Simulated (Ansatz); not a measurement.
Given:

```
CELL_PARAMETERS angstrom
      0.00000     2.41904     2.38275
      2.41904     0.00000     2.38275
      2.41904     2.41904     0.00000
ATOMIC_POSITIONS crystal
  Be 0.00000 0.00000 0.00000
  S  0.25000 0.25000 0.25000
```

No spin polarisation.

Method: PBEsol, PAW, 420 eV (Ansatz, a quantum-chemistry and plane-wave program; no SOC). Settings: 12×12×12 k-points, 0.05 eV Fermi–Dirac smearing.

**Question.** Predict the valence-band top at Γ and gap character.

**Answer.** The valence-band top at Γ (three highest levels, from the VBM) is 0.00, -0.08, -0.08 eV and the gap character comes out as indirect, Γ → M.

The cells carry an imposed strain or load. Whether these cells are dynamically stable was not tested. The cell was made from BeS in the zinc blende structure (space group F-43m, No. 216) by this change: uniaxial strain ε_zz = −1.50 %.
